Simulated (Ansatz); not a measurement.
## SiC: energy against strain

SiC (4H polytype, P6_3mc, 10.335 Å³/atom and stress up to 0.01 GPa in the relaxed cell, c along z) under an equal strain ε in the (0001) plane with the normal axis free, as in a coherent film. PBEsol in Ansatz, a plane-wave DFT program (PAW, default set), 420 eV, 12×12×4 Γ-centred mesh, Fermi-Dirac smearing 0.05 eV; ions are relaxed, or left where forces stay under 0.02 eV/Å, within the symmetry of each cell.

Here s stands for strain and y for E less E0.

```csv
strain (%),E less E0 (meV/atom)
-1.50,8.96
-0.75,2.20
0.00,0.00
0.75,2.15
1.50,8.41
3.00,?
```

Task: Fit y against s with a parabola, and predict the withheld value at s = 3.00.

Result: Least squares gives y = 0.003 - 0.1533·s + 3.8590·s². Residuals (row less fit): 0.044, -0.089, -0.003, 0.091, -0.046; standard error 0.101 (degrees of freedom: 2). The quadratic coefficient over the volume, 3.8590 meV × 10⁴ × 0.1602 / 10.335 Å³, is the biaxial elastic modulus of this plane = 598 ± 7 GPa (± standard error of the fit, which holds the terms cut off). At the withheld row, y = 0.003 - 0.1533 × 3.00 + 3.8590 × 3.00² = 34.274 meV/atom. The calculation gives 32.49 meV/atom, 1.784 meV/atom below the prediction (5.5 % of the range of y in the table). The row lies outside the fitted rows, so this is an extrapolation. From the scatter of the fitted rows alone, a prediction at this place has a standard error of 0.413 meV/atom, so the miss is 4.3 times that.

A polynomial of degree 3 through the 8 other runs of the series gives 32.48 there, so most of the miss is curvature that the fit leaves out. The start is a measured cell from the literature; how it stands against other phases or cation orders wasn't checked. Rows are the converged runs of the series near zero and its far end; series whose fitted rows scatter by over a few per cent of the range, as at a crossing or softening among them, aren't shown in this form, nor equations of state whose B0' disagrees with the runs' pressures. Most that stay on the fit to the last digits aren't either.
